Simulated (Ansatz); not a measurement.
SiC under load (space group I-4m2), r2SCAN with spin-orbit coupling, rigid bands run with Ansatz (an electronic-structure program). Condition of this run: uniaxial stress zz = -2 GPa (compression positive) (the target of the relaxation). Band gap 1.67 eV, N_c = 9.91e18 cm⁻³ and N_v = 8.28e19 cm⁻³ at 300 K, conductivity masses along x (a = (0.00, 2.18, 2.19) Å; b = (2.18, 0.00, 2.19) Å; c = (2.18, 2.18, 0.00) Å) of 0.336 mₑ (electrons) and 0.647 mₑ (holes). Take k_BT = 0.02585 eV.

Task: What built-in voltage has an abrupt junction with N_A = 1e16 and N_D = 1e17 cm⁻³, all dopants ionised?

Result: V_bi = E_g/e − (k_BT/e) ln(N_c N_v/(N_A N_D)) = 1.67 − 0.02585 × 13.62 = 1.32 V, for the computed gap.

Task: What thermal injection velocity √(2k_BT/πm) limits a ballistic channel along the direction named?

Result: 9.28e6 cm/s for electrons and 6.69e6 cm/s for holes, a ratio of √(m_h/m_e) = 1.39, for dilute carriers.

Task: A film of it is 2 nm thick, with its normal along the direction named. Estimate the confinement energies in an infinite well.

Result: ħ²π²/(2m t²) = 0.376 eV·nm²/(m/mₑ × t²) gives 280 meV for electrons and 145 meV for holes, so the gap would widen to about 2.10 eV. Finite barriers and nonparabolic bands lower this, and with several valleys or bands the heaviest mass along the normal sets the lowest level, not this average.

Rigid bands with the computed gap; masses take one relaxation time for all states.
